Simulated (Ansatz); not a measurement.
The reference is Mg in the hcp (Mg type) structure (space group P6_3/mmc, No. 194; relaxed with 0.1 eV smearing).

```yaml
crystal:
  lattice:
    - [3.17512, 0.00000, 0.00000]
    - [-1.58756, 2.74974, 0.00000]
    - [0.00000, 0.00000, 5.16281]
  atoms:
    - { symbol: Mg, position: [0.33333, 0.66667, 0.75000] }
    - { symbol: Mg, position: [0.66667, 0.33333, 0.25000] }
```

Cartesian axes are those of the cell as printed.

Level of theory: PBEsol in Ansatz (plane waves to 420 eV, PAW, no SOC).

Base values:

| Property | Value |
|---|---|
| Shortest interatomic distance | 316.6 pm |

One thing is altered: a pure shear with ε_yz = ε_zy = 0.0321, atoms relaxed at fixed cell.

Task: What happens to the stress?

Result: The stress (xx, yy, zz, yz, xz, xy; compression positive) amounts to (0.1, 0.0, 0.3, -1.1, 0.0, 0.0) GPa.

Task: How does this affect the energy relative to the base?

Result: The energy grows by 5.2 meV/atom.

Task: Predict the new shortest interatomic distance.

Result: The shortest interatomic distance shrinks by 8.2 pm to 308.4 pm.

The cells carry an imposed strain or load. Whether these cells are dynamically stable was not tested.

Ansatz is a program for electronic structure.
